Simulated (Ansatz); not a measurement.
Ansatz (a first-principles code) run on Nb3B2 (P1, 10 atoms in the cell): relaxation of the atoms.

Method of the run: PBEsol, default PAW files made with PBE (plane waves; Ansatz).

The change in words: atoms moved at random; relax: default → atoms; relax.f_tol: default → 0.1 eV/Å. Reference geometry:
```yaml
crystal:
  lattice:
    - [6.23279, 0.00000, 0.00000]
    - [0.00000, 6.23279, 0.00000]
    - [0.00000, 0.00000, 3.31147]
  atoms:
    - { symbol: Nb, position: [0.00000, 0.00000, 0.00000] }
    - { symbol: Nb, position: [0.50000, 0.50000, 0.00000] }
    - { symbol: Nb, position: [0.82173, 0.32173, 0.50000] }
    - { symbol: Nb, position: [0.17827, 0.67827, 0.50000] }
    - { symbol: Nb, position: [0.67827, 0.82173, 0.50000] }
    - { symbol: Nb, position: [0.32173, 0.17827, 0.50000] }
    - { symbol: B, position: [0.60513, 0.10513, 0.00000] }
    - { symbol: B, position: [0.39487, 0.89487, 0.00000] }
    - { symbol: B, position: [0.89487, 0.60513, 0.00000] }
    - { symbol: B, position: [0.10513, 0.39487, 0.00000] }
```

Reference input (self-consistent single point, DFT, PBEsol, plane waves, default PAW files made with PBE): basis.ecutwfc = 30.9 Ry; kpoints.mp_grid.grid = 5 5 8; hamiltonian.xc = pbesol; hamiltonian.pseudopotentials = {kind: paw} (the program's default PAW files); scf.occupations.method = methfessel_paxton; scf.occupations.width = 0.01 Ry. This run's input differs from it in these lines:

Ansatz 0.2 input:
```diff
@@ -7,12 +7,12 @@
   atoms:
-    - { symbol: Nb, position_ang: [0.000000, 0.000000, 0.000000] }
-    - { symbol: Nb, position_ang: [3.116395, 3.116395, 0.000000] }
-    - { symbol: Nb, position_ang: [5.121671, 2.005276, 1.655735] }
-    - { symbol: Nb, position_ang: [1.111119, 4.227514, 1.655735] }
-    - { symbol: Nb, position_ang: [4.227514, 5.121671, 1.655735] }
-    - { symbol: Nb, position_ang: [2.005276, 1.111119, 1.655735] }
-    - { symbol: B, position_ang: [3.771648, 0.655253, 0.000000] }
-    - { symbol: B, position_ang: [2.461142, 5.577537, 0.000000] }
-    - { symbol: B, position_ang: [5.577537, 3.771648, 0.000000] }
-    - { symbol: B, position_ang: [0.655253, 2.461142, 0.000000] }
+    - { symbol: Nb, position_ang: [-0.038120, 0.018923, -0.022266] }
+    - { symbol: Nb, position_ang: [3.097659, 3.145109, 0.045765] }
+    - { symbol: Nb, position_ang: [5.109853, 2.012356, 1.594625] }
+    - { symbol: Nb, position_ang: [1.129251, 4.279272, 1.613981] }
+    - { symbol: Nb, position_ang: [4.165317, 5.076084, 1.622677] }
+    - { symbol: Nb, position_ang: [2.068351, 1.055486, 1.667136] }
+    - { symbol: B, position_ang: [3.830293, 0.778687, -0.006775] }
+    - { symbol: B, position_ang: [2.408948, 5.533864, 0.051672] }
+    - { symbol: B, position_ang: [5.570699, 3.740995, 0.041297] }
+    - { symbol: B, position_ang: [0.705309, 2.406779, 0.014829] }
 basis:
@@ -30,2 +30,4 @@
     width: 0.01 Ry
+relax:
+  f_tol: 0.1
 output:
```

Log, with long lists cut:

```
   [... SCF lines of the steps left out ...]
relax step   1: F+E_penalty+E_count = -27589.84027990 eV  Δ(F+E_penalty+E_count) = +0.000e0 eV  max|allowed force component| = 1.221e0 eV/Å  Δτ_max = 0.0000 Å  (5 SCF iters, dr2 threshold 1.00e-4 eV, accepted)
relax step   2: F+E_penalty+E_count = -27589.92980208 eV  Δ(F+E_penalty+E_count) = -8.952e-2 eV  max|allowed force component| = 1.779e0 eV/Å  Δτ_max = 0.1953 Å  (6 SCF iters, dr2 threshold 9.32e-5 eV, accepted)
relax step   3: F+E_penalty+E_count = -27590.25140102 eV  Δ(F+E_penalty+E_count) = -3.216e-1 eV  max|allowed force component| = 8.200e-2 eV/Å  Δτ_max = 0.1152 Å  (6 SCF iters, dr2 threshold 1.00e-4 eV, accepted)
relax step   4: F+E_penalty+E_count = -27590.25140567 eV  Δ(F+E_penalty+E_count) = -4.648e-6 eV  max|allowed force component| = 8.177e-2 eV/Å  Δτ_max = 0.0000 Å  (4 SCF iters, accepted)
Stability not checked (fill_not_monotonic)
Free energy (F): -27590.251406 eV
Internal energy: -27590.251797 eV  (E = F + TS)
E sigma→0 (E₀):  -27590.251503 eV
Entropy (-TS):   0.000391 eV (0.039 meV/atom)
Fermi energy:    17.267362 eV
--- Forces (eV/Å), atoms counted from 1 ---
  atom   1  Nb    -0.00135257     0.01198703     0.00176864
  atom   2  Nb    -0.00379050    -0.00116744     0.00554211
  atom   3  Nb     0.04627894     0.05376280     0.00058860
  atom   4  Nb    -0.04731311    -0.04894904     0.00078246
  atom   5  Nb    -0.06436483     0.04191301     0.00460697
  atom   6  Nb     0.05827443    -0.05487408    -0.00046743
   [... lines left out ...]
    - { symbol: B, position: [0.604444547768664, 0.10460992980999698, -5.871113104717487e-7] }
    - { symbol: B, position: [0.3954510074300973, 0.8955106877189166, -4.2246555615790506e-5] }
    - { symbol: B, position: [0.8952337813388455, 0.6047037057297118, 0.00034010939508283353] }
    - { symbol: B, position: [0.10470748810558488, 0.3952023301033629, 3.0274587982744276e-5] }
```

The run converged. 

Summary of the result:
- Free energy E − TS (on the zero of these files) = -27590.2514 eV
- Fermi level (on the code's own zero) = 17.27 eV
- Pressure = -8.17 GPa
- Largest force (vector length) = 0.111 eV/Å
- Relaxation steps = 4

The starting cell comes from a database of computed structures (which also holds hypothetical and non-ambient phases and stackings), without a prior relaxation at this level. For this run, on top of that: atoms moved at random. Spin polarisation is off. Ansatz's pressure includes its estimate of the finite-basis (Pulay) stress.

Cost on one core of a shared machine: roughly 6 min.
